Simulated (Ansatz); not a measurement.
LiH (model structure, started from the CsCl type, Pm-3m, No. 221, 2 atoms in the cell) was calculated with r²SCAN0 (PAW; Ansatz, a program for electronic structure).

Run with plane-wave cutoff 520 eV, 10×10×10 k mesh, Fermi–Dirac smearing 0.01 eV, scalar-relativistic PAW data made under PBE.

Cell (relaxed with PBEsol):

```cif
data_HLi
_chemical_formula_sum 'Li1 H1'
_space_group_name_H-M_alt 'P 1'
_space_group_IT_number 1
_cell_length_a 2.49113
_cell_length_b 2.49113
_cell_length_c 2.49113
_cell_angle_alpha 90.000
_cell_angle_beta 90.000
_cell_angle_gamma 90.000
loop_
_space_group_symop_operation_xyz
  'x, y, z'
loop_
_atom_site_label
_atom_site_type_symbol
_atom_site_fract_x
_atom_site_fract_y
_atom_site_fract_z
_atom_site_occupancy
Li1 Li 0.00000 0.00000 0.00000 1
H1 H 0.50000 0.50000 0.50000 1
```

**Question.** Predict the band gap, smallest direct gap on the k points sampled and direct gap at Γ.

**Answer.** 
- band gap = 2.42 eV (on the SCF k mesh) (indirect)
- smallest direct gap on the k points sampled = 6.45 eV
- direct gap at Γ = 24.80 eV

Note: the relaxation could raise the start's symmetry but not lower it, so the cell can be a saddle point.

Cost on a shared machine: about 60 core-seconds (a rough figure).

A model structure was made by putting elements into a prototype or built by hand; it is no filed structure, need not be a known phase, and can be a saddle point held by its symmetry.
